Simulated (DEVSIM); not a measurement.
System: Schottky contact on n-type GaAs, at 250 K.

```csv
layer (left to right),material,thickness (μm),Nd (cm⁻³),τn (s),τp (s)
1,GaAs,18.0,1.3e16,4.5e-10,4.5e-10
```

Left contact: Schottky, work function 4.73 eV, emission velocity 1.5e6 cm/s. Right contact: ohmic. Voltage is applied to the left contact. Recombination: SRH at mid-gap, radiative, Auger. Mobility is constant in doping.

This is a model device: material constants are rounded textbook-type values typed into the input, and sizes, dopings and lifetimes were drawn at random. Values at 300 K; Nc and Nv go as T^1.5, mobilities as T to minus their exponent, the gap by Varshni's rule with the affinity fixed.

```
parameter             GaAs
----------------  --------
gap (eV)             1.424
affinity (eV)         4.07
permittivity          12.9
Nc (cm⁻³)           4.7e17
Nv (cm⁻³)             9e18
μn (cm²/Vs)           8500
μp (cm²/Vs)            400
T exponent of μn       2.1
T exponent of μp       2.2
B (cm³/s)            2e-10
Cn (cm⁶/s)           1e-30
Cp (cm⁶/s)           1e-30
Varshni α (eV/K)  0.000541
Varshni β (K)          204
```

Model (solved in DEVSIM): 1D drift-diffusion, Boltzmann statistics, complete ionisation; no tunnelling, impact ionisation, image-force lowering or self-heating. Metal contacts follow the ideal Schottky-Mott rule: no Fermi-level pinning, no interface dipoles.

### Question
Tabulate band edges, carrier densities and field at -5.0 V on the left contact.

### Answer
Energies count from the Fermi level of the right contact; mesh points crowd at the junctions.

| x (μm) | Ec (eV) | Ev (eV) | n (cm⁻³) | p (cm⁻³) | field (V/cm) |
|---|---|---|---|---|---|
| 0.000 | 5.660 | 4.214 | < 1e2 | 1100 | -140000 |
| 0.01679 | 5.423 | 3.977 | < 1e2 | < 1e2 | -140000 |
| 0.04253 | 5.071 | 3.624 | < 1e2 | < 1e2 | -130000 |
| 0.08898 | 4.464 | 3.018 | < 1e2 | < 1e2 | -130000 |
| 0.2018 | 3.156 | 1.710 | < 1e2 | < 1e2 | -110000 |
| 0.3594 | 1.716 | 0.270 | < 1e2 | < 1e2 | -77000 |
| 0.6009 | 0.389 | -1.057 | 5.1e9 | < 1e2 | -33000 |
| 1.224 | 0.071 | -1.375 | 1.3e16 | < 1e2 | ≈ 0 |
| 2.096 | 0.071 | -1.375 | 1.3e16 | < 1e2 | ≈ 0 |
| 3.574 | 0.071 | -1.375 | 1.3e16 | < 1e2 | ≈ 0 |
| 5.841 | 0.071 | -1.375 | 1.3e16 | < 1e2 | ≈ 0 |
| 10.96 | 0.071 | -1.375 | 1.3e16 | < 1e2 | ≈ 0 |
| 13.86 | 0.071 | -1.375 | 1.3e16 | < 1e2 | ≈ 0 |
| 15.57 | 0.071 | -1.375 | 1.3e16 | < 1e2 | ≈ 0 |
| 16.80 | 0.071 | -1.375 | 1.3e16 | < 1e2 | ≈ 0 |
| 17.27 | 0.071 | -1.375 | 1.3e16 | < 1e2 | ≈ 0 |
| 17.58 | 0.071 | -1.375 | 1.3e16 | < 1e2 | ≈ 0 |
| 17.76 | 0.071 | -1.375 | 1.3e16 | < 1e2 | ≈ 0 |
| 17.89 | 0.071 | -1.375 | 1.3e16 | < 1e2 | ≈ 0 |
| 17.94 | 0.071 | -1.375 | 1.3e16 | < 1e2 | ≈ 0 |
| 17.98 | 0.071 | -1.375 | 1.3e16 | < 1e2 | ≈ 0 |
| 18.00 | 0.071 | -1.375 | 1.3e16 | < 1e2 | ≈ 0 |
